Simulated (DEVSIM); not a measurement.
System: Schottky contact on n-type Si, at 300 K.

Layer 1 from the left is Si, thickness (μm) 2.60, Nd (cm⁻³) 7.5e16, τn (s) 0.00034, τp (s) 0.00034. Layer 2 from the left is Si, thickness (μm) 17.0, Nd (cm⁻³) 1.5e18, τn (s) 0.00034, τp (s) 0.00034.

Left contact: Schottky, work function 4.69 eV, emission velocity 3.9e6 cm/s. Right contact: ohmic. Voltage is applied to the left contact. Recombination: SRH at mid-gap, radiative, Auger. Mobility is μmin + (μ − μmin)/(1 + (N/Nref)^α).

Constants are typed, rounded textbook-type inputs, not results; the design itself was drawn at random and stands for no fabricated device. Values at 300 K.

Si: gap (eV) 1.124, affinity (eV) 4.05, permittivity 11.7, Nc (cm⁻³) 2.86e19, Nv (cm⁻³) 3.1e19, μn (cm²/Vs) 1417, μp (cm²/Vs) 470, μn,min 52, μp,min 45, Nref,n 9.7e16, Nref,p 2.2e17, αn 0.68, αp 0.72, B (cm³/s) 4.7e-15, Cn (cm⁶/s) 2.8e-31, Cp (cm⁶/s) 9.9e-32.

Simulated with DEVSIM: 1D drift-diffusion, Boltzmann statistics, complete ionisation; no tunnelling, impact ionisation, image-force lowering or self-heating. Metal contacts follow the ideal Schottky-Mott rule: no Fermi-level pinning, no interface dipoles.

Dark forward current:

```tsv
|V| (V)	|J| (A/cm²)
0.05	0.001781
0.10	0.01405
0.15	0.09852
0.20	0.6784
0.25	4.616
0.30	29.85
0.35	154.3
0.40	494.9
0.45	1032
0.50	1682
0.55	2395
```

Task: Work out the local ideality factor n = ΔV / (kT/q · ln(J2/J1)) between the rows 0.15 and 0.20 V, 0.50 and 0.55 V.

Result: kT/q = 25.85 mV. From 0.15 to 0.20 V: ln(0.6784/0.09852) = 1.929, n = 1.00, near the 1 of diffusion or emission over a barrier. From 0.50 to 0.55 V: ln(2395/1682) = 0.353, n = 5.47; the layers' resistance at their doping, Σ W/(qμN) = 5.7e-5 Ω cm², would take 41 mV of this step of 50 mV.

Task: Estimate the current at 0.20 V for emission alone, J0 = q v N_band exp(−φB/kT), and read the barrier back from the simulated current.

Result: φB = 0.640 eV, N_band = 2.86e19 cm⁻³, J0 = 0.000316 A/cm²; J = J0 (exp(qV/kT) − 1) = 0.724 A/cm². The simulation gives 0.678 A/cm²; the estimate lies 6.7 % above. Read backwards, the simulated current gives an apparent barrier of 0.642 eV. The estimate leaves out transport through the depletion region and minority injection.
